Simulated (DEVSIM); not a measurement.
**abrupt GaAs p-n junction**

Structure: abrupt GaAs p-n junction, at 300 K.

```csv
layer (left to right),material,thickness (μm),Nd (cm⁻³),Na (cm⁻³),τn (s),τp (s)
1,GaAs,1.30,-,7e15,1.2e-8,1.2e-8
2,GaAs,5.70,1.4e16,-,1.2e-8,1.2e-8
```

Left contact: ohmic. Right contact: ohmic. Voltage is applied to the left contact. Recombination: SRH at mid-gap, Auger. Mobility is μmin + (μ − μmin)/(1 + (N/Nref)^α).

This is a model device: material constants are rounded textbook-type values typed into the input, and sizes, dopings and lifetimes were drawn at random. Values at 300 K.

```tsv
parameter	GaAs
gap (eV)	1.424
affinity (eV)	4.07
permittivity	12.9
Nc (cm⁻³)	4.7e17
Nv (cm⁻³)	9e18
μn (cm²/Vs)	8500
μp (cm²/Vs)	400
μn,min	500
μp,min	20
Nref,n	6e16
Nref,p	1.5e17
αn	0.39
αp	0.38
Cn (cm⁶/s)	1e-30
Cp (cm⁶/s)	1e-30
```

DEVSIM, 1D drift-diffusion, Boltzmann statistics, complete ionisation; no tunnelling, impact ionisation, image-force lowering or self-heating.

| Item | Result |
|---|---|
| Potential step across the device at zero bias | 1.148 V |
| Largest field in the device at zero bias | 38000 V/cm |
| Dark forward voltage at 1 A/cm² | 0.940 V |
| Dark forward voltage at 100 A/cm² | 1.068 V |

Small-signal capacitance in reverse bias (quasi-static):

```csv
V (V),C (nF/cm²)
-0.1,18.9
-0.25,17.8
-0.5,16.4
-0.75,15.2
-1,14.3
-1.5,12.8
-2,11.7
-2.5,10.9
-3.25,9.91
-4,9.15
-5,8.37
```

Dark forward current:

(V (V), J (A/cm²)): (0.05, 7.0e-11); (0.10, 2.5e-10); (0.15, 7.1e-10); (0.20, 2.0e-9); (0.25, 5.4e-9); (0.30, 1.5e-8); (0.35, 4.0e-8); (0.40, 1.1e-7); (0.45, 3.0e-7); (0.50, 8.6e-7); (0.55, 2.6e-6); (0.60, 8.4e-6); (0.65, 3.2e-5); (0.70, 0.00015); (0.75, 0.00082); (0.80, 0.0050); (0.85, 0.033); (0.90, 0.22); (0.95, 1.5); (1.00, 9.6); (1.05, 58); (1.10, 260); (1.15, 710); (1.20, 1400); (1.25, 2400)
